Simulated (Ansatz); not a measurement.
# (Ti,W)N: Ti₇WN₈

A 16-atom cell of (Ti,W)N started in the rock salt structure, site fractions Ti 0.875, W 0.125, short-range order -0.14 among the nearest mixed sites of the first mixed sublattice (0 is random, a negative value favours unlike neighbours), space group Fm-3m at the end, an ordered arrangement that its symmetry holds.

Method: PBE (plane waves to 420 eV, PAW; Ansatz, a program for electronic structure). Scalar-relativistic, without spin–orbit coupling; the runs are not spin-polarised; with elements this heavy it can move edges by tenths of an eV. Its k-point mesh 5×5×5, Fermi–Dirac width 0.05 eV.

The volume per atom comes out as 9.65 Å³, the N–Ti bonds (within 1.22 times the sum of covalent radii) is 2.126 Å on average, from 2.107 to 2.129 (42) and the N–W bonds (within 1.22 times the sum of covalent radii) is 2.151 Å on average, from 2.151 to 2.151 (6).

```
CELL_PARAMETERS angstrom
      0.00000     4.25836     4.25836
      4.25836     0.00000     4.25836
      4.25836     4.25836     0.00000
ATOMIC_POSITIONS crystal
  Ti 0.00000 0.00000 0.00000
  Ti 0.00000 0.00000 0.50000
  Ti 0.00000 0.50000 0.00000
  Ti 0.00000 0.50000 0.50000
  W  0.50000 0.00000 0.00000
  Ti 0.50000 0.00000 0.50000
  Ti 0.50000 0.50000 0.00000
  Ti 0.50000 0.50000 0.50000
  N  0.24745 0.25255 0.25255
  N  0.24745 0.25255 0.74745
  N  0.24745 0.74745 0.25255
  N  0.25000 0.75000 0.75000
  N  0.75000 0.25000 0.25000
  N  0.75255 0.25255 0.74745
  N  0.75255 0.74745 0.25255
  N  0.75255 0.74745 0.74745
```
